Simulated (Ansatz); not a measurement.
System: fluorite PtAl₂. Method: HSE06 (Ansatz, a quantum-chemistry and plane-wave program, plane waves, PAW).

Input file:

Ansatz 0.2 input:
```yaml
crystal:
  lattice:
    - [-2.955, -2.955, 0.0]
    - [-2.955, 0.0, -2.955]
    - [0.0, -2.955, -2.955]
  atoms:
    - { symbol: Al, position: [0.25, 0.25, 0.25] }
    - { symbol: Al, position: [0.75, 0.75, 0.75] }
    - { symbol: Pt, position: [0.0, 0.0, 0.0] }
basis:
  ecutwfc: 460
  ecutrho_ratio: 4
  xc_grid: 2
kpoints:
  mp_grid: { grid: [8, 8, 8] }
hamiltonian:
  xc: hse06
  dispersion: none
  pseudopotentials: { kind: paw }
scf:
  occupations: { method: fermi_dirac, width: 0.05 }
  convergence: { dr2_threshold: 0.0000000003 }
output:
  forces: true
  stress: true
  eigenvalues: true
```

Problem. How many irreducible k-points, plane waves at Γ does the program set up, and what pressure does the run end with?

Solution. 29 irreducible k-points, 1139 plane waves at Γ; P = -0.38 GPa, so the cell is stretched and would shrink at this level.

Excerpt of the program's output:

```
WARN output.stress: scf.exx.energy_threshold = 1e-6 eV is looser than the 3e-8 eV advised for a stress under a hybrid functional (1e-8 eV for each atom of the …
Crystal: 3 atoms, lattice volume = 51.606 Å³
Basis set: ecut = 460 eV, 1139 PW (Γ), exchange–correlation on 60×60×60 points (8 copies of the dense FFT grid, shifted against one another)
Bands: 16, of which v1, the nominal top of the filled ones, is band 12 counted from 1 (11 counted from 0)
Symmetry: 48 space group operations
Space group: Fm-3m (ITA 225), of the structure as read, at distance tolerance 3.7e-5 Å
k-points: 29 of 512
SCF iter   1: F=—  HF=-13600.657505 eV  |F-HF|=—  |Δ(HF+E_count)|=         —  Δρ=4.47e-3  dr2=1.37e-2
SCF iter   2: F=—  HF=-13600.655459 eV  |F-HF|=—  |Δ(HF+E_count)|=   2.05e-3  Δρ=9.25e-4  dr2=2.67e-4
  ...
SCF 1 converged in 8 iterations: F = -13600.655502 eV  dr2 = 6.31e-11
Crystal: 3 atoms, lattice volume = 51.606 Å³
Initial density: handed on by an earlier stage of this run
Crystal: 3 atoms, lattice volume = 51.606 Å³
SCF iter   5: F=—  HF=-13603.834087 eV  |F-HF|=—  |Δ(HF+E_count)|=   1.26e-8  Δρ=1.08e-6  dr2=3.66e-10
SCF iter   6: F=-13603.834087 eV  HF=-13603.834087 eV  |F-HF|=1.82e-12  |Δ(HF+E_count)|=  1.40e-10  Δρ=1.05e-7  dr2=4.11e-11
SCF 3 converged in 6 iterations: F = -13603.834087 eV  dr2 = 4.11e-11
Free energy (F): -13603.834087 eV
Internal energy: -13603.824541 eV  (E = F + TS)
E sigma→0 (E₀):  -13603.829314 eV
Fermi energy:    11.187383 eV
--- Forces (eV/Å), atoms counted from 1 ---
  atom   1  Al     0.00000000     0.00000000    -0.00000000
  atom   2  Al    -0.00000000     0.00000000     0.00000000
  atom   3  Pt     0.00000000    -0.00000000     0.00000000
--- Stress (GPa, compression-positive) ---
       -0.381673      -0.000000       0.000000
       -0.000000      -0.381673      -0.000000
        0.000000      -0.000000      -0.381673
  P = ⅓ Tr σ = -0.3817 GPa (-3.817 kbar)
```

The PAW data were made under PBE.

Note: cell and atoms aren't relaxed at this level (pressure -0.4 GPa).

It cost very roughly 3 core-minutes of CPU time.
